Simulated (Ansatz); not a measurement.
Start from SiC (space group P6_3mc, No. 186; a = 3.079 Å, c = 15.107 Å).

Structures relaxed with Ansatz (a program for electronic structure) PBEsol, no spin-orbit coupling.

Base:

Simulated powder pattern, Cu Kα, λ = 1.54184 Å (kinematic, ideal powder, no thermal factors, no anomalous dispersion; the 10 strongest lines at most, above 2 %, up to 2θ = 90°):

```
2θ (°)  I/Imax (%)    hkl
------  ----------  -----
34.15           56  (101)
35.66           67  (006)
35.71          100  (102)
38.19           60  (103)
41.45           24  (104)
54.72           12  (107)
60.03           31  (108)
60.10           61  (110)
65.74           28  (109)
71.88           47  (116)
```

The change: Pb takes the place of C on all its sites; the structure is relaxed again.

Q: Predict the new powder pattern.

A: 
Simulated powder pattern, Cu Kα, λ = 1.54184 Å (kinematic, ideal powder, no thermal factors, no anomalous dispersion; the 10 strongest lines at most, above 2 %, up to 2θ = 90°):

```tsv
2θ (°)	I/Imax (%)	hkl
23.87	44	(101)
24.93	67	(006)
24.95	100	(102)
26.65	90	(103)
28.88	50	(104)
41.29	35	(108)
41.32	69	(110)
44.98	34	(109)
48.86	85	(116)
75.32	25	(300)
```

The indices refer to each structure's own conventional cell; one index is shown for lines that coincide.

Whether these cells are dynamically stable was not tested. As relaxed here, PbSi is a hypothetical phase, not in the database extracts checked. All final runs are without spin polarisation.
